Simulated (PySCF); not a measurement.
PySCF 2.14.0, R2SCAN/def2-svp, df: Ga(Cl)(OH)(NH2) ([NH2][Ga]([OH])[Cl]), 7 atoms. The geometry is a generated start, not checked to be a minimum at this level.

```
Property                       Value
-------------------  ---------------
task                          energy
method                        r2scan
basis                       def2-svp
two-electron scheme  density fitting
mol.max_memory               3000 MB
mf.max_cycle                     100
mf.init_guess        minao (default)
mf.DIIS              CDIIS (default)
mf.diis_space            8 (default)
mf.conv_tol          1e-09 (default)
mf.grids.level           3 (default)
basis functions                   93
grid points                    97192
```

```xyz
7

Ga    -0.4372    -0.0754    -0.1771
Cl    -2.1731    -1.1180    -0.6796
O     -0.1987     1.5330    -0.8020
H     -0.8330     2.0206    -1.3251
N      0.8571    -0.6269     1.0037
H      1.7284    -0.1125     0.9272
H      1.0566    -1.6208     1.0527
```

One run each on 2 threads, 1 BLAS thread. Values of level_shift (Hartree) tried: 0 (default), 0.1, 0.3, 1.

Task: Which value of level_shift (Hartree) needs the fewest Fock builds, and what happens away from it?

Result: Fewest Fock builds, within one of each other: 0 (default) with 13, 0.1 with 13. The count rises to 39 at 1. All converge to one solution.

```
level_shift (Hartree)  Fock builds            end
---------------------  -----------  -------------
0 (default)                     13  same solution
0.1                             13  same solution
0.3                             16  same solution
1                               39  same solution
```
